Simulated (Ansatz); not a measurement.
The parent structure is WC (space group P-6m2, No. 187; a = 2.899 Å, c = 2.827 Å; relaxed with 0.1 eV smearing). Axes: x lies along a and z along c of the hexagonal cell.

All numbers come from Ansatz (a quantum-chemistry and plane-wave program), PBEsol, PAW, cutoff 420 eV, without spin-orbit coupling, earlier PAW set.

Base values:

```
Item                            Result
-----------------------------  -------
Shortest interatomic distance  2.191 Å
```

Now apply this change: the symmetric strain tensor [0.0040 0.0083 -0.0097; 0.0083 0.0119 0.0151; -0.0097 0.0151 -0.0142], atoms relaxed at fixed cell.

Task: What happens to the stress?

Result: The stress (xx, yy, zz, yz, xz, xy; compression positive) comes out as (-2.6, -6.0, 11.9, -9.6, 6.3, -3.9) GPa.

Task: What happens to the energy relative to the base?

Result: The energy grows by 24 meV/atom.

Task: How does this affect the shortest interatomic distance?

Result: The shortest interatomic distance drops by 0.042 Å, from 2.191 Å to 2.149 Å.

Stability against distortions was not tested. All final runs are without spin polarisation.
